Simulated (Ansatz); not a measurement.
## MnN (F-43m, No. 216, 2 atoms in the cell; start mp-1009130)

Method: LDA (Ansatz, a program for electronic structure, PAW).

Run with plane-wave cutoff 520 eV, 22×22×22 k mesh, Fermi–Dirac smearing 0.05 eV, no spin polarisation, scalar-relativistic PAW data made under PBE.

Cell (relaxed at this level):

```xyz
2
Lattice="0.0000 2.0839 2.0839 2.0839 0.0000 2.0839 2.0839 2.0839 0.0000" Properties=species:S:1:pos:R:3 pbc="T T T"
Mn     0.0000     0.0000     0.0000
N      3.1259     3.1259     3.1259
```

| Property | Result |
|---|---|
| bulk modulus | 316 GPa |

Note: the run has no spin polarisation, so it can have missed a magnetic state; the bulk modulus is −V dP/dV from two relaxed cells at ±2 % in volume; the relaxation could not lower the start's symmetry, so the cell can be a saddle point above a distorted one.

It cost about 60 core-seconds (a rough figure) of CPU time.

A start named mp-… is a Materials Project structure, which need not be a measured phase.
